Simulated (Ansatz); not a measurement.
## Short convergence ladders for YbAgBi (P3m1, 6 atoms in the cell)

```yaml
crystal:
  lattice:
    - [4.90253, 0.00000, 0.00000]
    - [-2.45126, 4.24572, 0.00000]
    - [0.00000, 0.00000, 7.86045]
  atoms:
    - { symbol: Yb, position: [0.00000, 0.00000, 0.75555] }
    - { symbol: Yb, position: [0.00000, 0.00000, 0.24919] }
    - { symbol: Ag, position: [0.33333, 0.66667, 0.56885] }
    - { symbol: Ag, position: [0.66667, 0.33333, 0.06885] }
    - { symbol: Bi, position: [0.33333, 0.66667, 0.96596] }
    - { symbol: Bi, position: [0.66667, 0.33333, 0.46596] }
```

Base method: PBEsol, default PAW files made with PBE (plane waves; Ansatz, a first-principles code).

Base settings: basis.ecutwfc = 420 eV; kpoints.mp_grid.grid = 7 7 3; hamiltonian.xc = pbesol; hamiltonian.pseudopotentials = {kind: paw} (the program's default PAW files); scf.occupations.method = gaussian; scf.occupations.width = 0.1 eV.

The count of work is k-points × plane waves × bands × iterations; it is no time. Core times come from one kind of shared machine, to one figure; runs under 30 s give none.

**The k-point mesh**

The second cell is the first with its lattice scaled by 0.98.

Only quantities that move along the ladder and can be compared are tabulated.

| kpoints.mp_grid.grid | free energy less the last step's (meV/atom) | energy of the compressed cell less the first (meV/atom) | pressure (GPa) | largest difference of a force vector from the last step's (eV/Å) | count of work / last | core time / last (rough) |
|---|---|---|---|---|---|---|
| 2 2 1 | 78.55 | -21.61 | -3.57 | 0.264 | 0.033 | – |
| 3 3 2 | 34.33 | -25.66 | -3.88 | 0.030 | 0.12 | – |
| 4 4 3 | 9.78 | -26.20 | -3.93 | 0.012 | 0.15 | – |
| 6 6 3 | 1.01 | -25.69 | -3.87 | 0.007 | 0.28 | 0.3 |
| 7 7 3 | 0.50 | -25.66 | -3.87 | 0.003 | 0.36 | 0.4 |
| 10 10 6 | 0.00 | -25.57 | -3.86 | 0.000 | 1.0 | 1 |

Coarsest kpoints.mp_grid.grid that holds the pressure within 0.05 GPa of the last step, with all finer ones: 6 6 3, at 0.28 of the last step's count of work and about 0.3 of the last step's time; the step before is off by 0.07 GPa.

Coarsest kpoints.mp_grid.grid that holds the free energy within 5 meV/atom of the last step, with all finer ones: 6 6 3, at 0.28 of the last step's count of work and about 0.3 of the last step's time; the step before is off by 9.8 meV/atom.

Coarsest kpoints.mp_grid.grid that holds the energy of the compressed cell less the first within 2 meV/atom of the last step, with all finer ones: 3 3 2, at 0.12 of the last step's count of work; the step before is off by 4.0 meV/atom.

The energy difference between the two cells stays within 1 meV/atom of the last step's from 3 3 2 on, the total only from 7 7 3 on: much of the error is common to both cells and cancels.

**The k-point mesh at a smearing width of 0.02 eV**

In this ladder: scf.occupations.width = 0.02 eV.

Only quantities that move along the ladder and can be compared are tabulated.

| kpoints.mp_grid.grid | free energy less the last step's (meV/atom) | largest difference of a force vector from the last step's (eV/Å) | count of work / last | core time / last (rough) |
|---|---|---|---|---|
| 3 3 2 | 35.90 | 0.024 | 0.067 | – |
| 5 5 3 | 3.14 | 0.020 | 0.11 | – |
| 7 7 4 | -0.04 | 0.003 | 0.30 | 0.3 |
| 10 10 6 | -0.15 | 0.008 | 0.62 | 0.8 |
| 13 13 7 | 0.00 | 0.000 | 1.0 | 1 |

Coarsest kpoints.mp_grid.grid that holds the forces within 0.01 eV/Å: not settled: the last two steps still differ by 0.008 eV/Å, over half the tolerance, so the ladder does not show it.

Coarsest kpoints.mp_grid.grid that holds the free energy within 0.5 meV/atom of the last step, with all finer ones: 7 7 4, at 0.30 of the last step's count of work and about 0.3 of the last step's time; the step before is off by 3.1 meV/atom.

**The k-point mesh at a smearing width of 0.3 eV**

In this ladder: scf.occupations.width = 0.3 eV.

Only quantities that move along the ladder and can be compared are tabulated.

| kpoints.mp_grid.grid | free energy less the last step's (meV/atom) | largest difference of a force vector from the last step's (eV/Å) | count of work / last | core time / last (rough) |
|---|---|---|---|---|
| 3 3 2 | 31.94 | 0.026 | 0.090 | – |
| 5 5 3 | -0.70 | 0.010 | 0.13 | – |
| 7 7 4 | -1.72 | 0.010 | 0.27 | 0.3 |
| 10 10 6 | -0.29 | 0.001 | 0.63 | 0.6 |
| 13 13 7 | 0.00 | 0.000 | 1.0 | 1 |

Coarsest kpoints.mp_grid.grid that holds the forces within 0.02 eV/Å of the last step, with all finer ones: 5 5 3, at 0.13 of the last step's count of work; the step before is off by 0.026 eV/Å.

Coarsest kpoints.mp_grid.grid that holds the free energy within 5 meV/atom of the last step, with all finer ones: 5 5 3, at 0.13 of the last step's count of work; the step before is off by 32 meV/atom.

On the base run: the starting cell comes from a database of computed structures (which also holds hypothetical and non-ambient phases and stackings), without a prior relaxation at this level. Its lattice was rescaled by up to half a per cent. One atom was moved a little off its site on purpose. Spin polarisation is off. In the base run, with a pressure of about -4 GPa the cell is away from its equilibrium volume at this level. Ansatz's pressure includes its estimate of the finite-basis (Pulay) stress.

Keys are those of Ansatz 0.2.
